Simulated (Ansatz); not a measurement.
The parent structure is Ru in the hcp (Mg type) structure (space group P6_3/mmc, No. 194; a = 2.692 Å, c = 4.246 Å).

All numbers come from PBEsol (Ansatz, a first-principles code), no spin-orbit coupling.

One change was made to it. Results:

```
quantity                          base    after
-----------------------------  -------  -------
shortest interatomic distance  2.631 Å  2.539 Å
c/a ratio                        1.577    1.585
```

Q: Which change produced these results?
A. pressure 100 GPa
B. pressure 50 GPa
C. pressure −1 GPa

A: B, pressure 50 GPa. For comparison, the shortest interatomic distance in the other runs: pressure 100 GPa gives 2.479 Å; pressure −1 GPa gives 2.633 Å.

Load acts through the strain it causes; cell and atoms are relaxed under it. No phonon test of stability was made. Competing high-pressure phases were not computed. All final runs are without spin polarisation.
